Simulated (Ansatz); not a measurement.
The reference is MoTe2 (space group P6_3/mmc, No. 194; a = 3.497 Å, c = 13.696 Å; layered, stacked along the Cartesian z axis). Axes: x lies along a and z along c of the hexagonal cell.

Computed with PBE-D3(BJ) (Ansatz, a program for electronic structure, PAW, no spin-orbit coupling).

Base values:

| Quantity | Value |
|---|---|
| Band gap | 0.60 eV |
| Width of the top valence band | 1.03 eV |

Now apply this change: compressive biaxial strain of 0.60 % in the plane normal to [001], as in epitaxy on a mismatched substrate; the out-of-plane cell vector and the atoms relax.

**Question.** What happens to the band gap?

**Answer.** The band gap increases by 0.03 eV (0.60 eV → 0.63 eV).

**Question.** Estimate the effect on the out-of-plane strain.

**Answer.** The out-of-plane strain amounts to +0.28 %.

**Question.** Estimate the effect on the width of the top valence band.

**Answer.** The width of the top valence band falls by 0.06 eV (1.03 eV → 0.97 eV).

With Te present, leaving out spin-orbit coupling can change the band edges. Stability against distortions was not tested. The program warned that a D3 coordination switch lies within reach, so dispersion energies are less smooth here.
